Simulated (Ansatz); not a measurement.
Crystal: ZrO$_{2}$ (Fm-3m, fluorite, 3 atoms a cell, 11.0 Å³ an atom); planes in its conventional cell.

These are r2SCAN (plane waves, PAW; Ansatz, a quantum-chemistry and plane-wave program) values and carry that method's errors.

No gap correction and no spin-orbit coupling; mid-gap values are interpolated between computed energies.

```json
[
 {"plane": "(111)", "area of the cell (Å²)": "11.2", "mid-gap κ (1/Å)": "0.44", "largest κ in the gap (1/Å)": "0.44"},
 {"plane": "(001)", "area of the cell (Å²)": "13.0", "mid-gap κ (1/Å)": "___", "largest κ in the gap (1/Å)": "___"}
]
```

Task: The slowest decay depends on the direction. Supply the withheld values.

Result: 
- (001), mid-gap κ (1/Å): 0.29
- (001), largest κ in the gap (1/Å): 0.29
